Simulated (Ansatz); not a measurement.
Functionals compared on NH2 on the 1x1 (0001) surface of corundum (cut with top plane Al), one in a 1x1 cell, started at the site 'over Al at depth 1.0 Å', in Ansatz (plane waves, PAW). The structure was relaxed with PBE; the other rows are single points on it, each with its references at the same level. Cutoff 420 eV (500 eV for r2SCAN). The points keep PBE's geometry, so the relaxation of a polaron and the settling of charge on one site are left out.

Host crystal: corundum, with a band gap (PBE, scalar-relativistic without spin-orbit coupling).

Set-up: 23 atoms, 6.7 Å thick at the start under the adsorbate (thin: gaps and levels are the slab's own); mesh 6x6x1; 0.01 eV smearing; dipole correction on; 9 atoms held, the rest relaxed; no symmetry held; spin-polarised, ending with about 1.0 μB a cell; orders that need a larger cell were not tried, no spin-orbit, no U, no dispersion correction. At the end it is bonded to Al. In PBE it is, or lies within 0.03 eV of, the lowest of the starts that converged. These notes are the PBE run's. r2SCAN: The program's check for a lower electronic state was not made. Adsorption energies are against NH3(g) − ½ H2(g). A negative adsorption energy means that the adsorbate is more stable on the surface than in its reference.

| functional | adsorption energy (eV) | gap of the slab on its k-mesh (eV) | highest filled level below the top vacuum level (eV) | magnetic moment of the cell (μB) | rough cost of the single point |
|---|---|---|---|---|---|
| PBE | 1.10 | 0.16 | 4.88 | 1.00 | – |
| RPBE | ___ | ___ | ___ | 1.00 | very roughly 5 core-minutes |
| r2SCAN | 1.06 | 0.34 | 4.82 | 1.00 | about 9 core-minutes (a rough figure) |

**Question.** Some entries are withheld; supply them.

**Answer.** 
- RPBE, adsorption energy (eV): 1.12
- RPBE, gap of the slab on its k-mesh (eV): 0.17
- RPBE, highest filled level below the top vacuum level (eV): 4.81

Ansatz is an electronic-structure program.
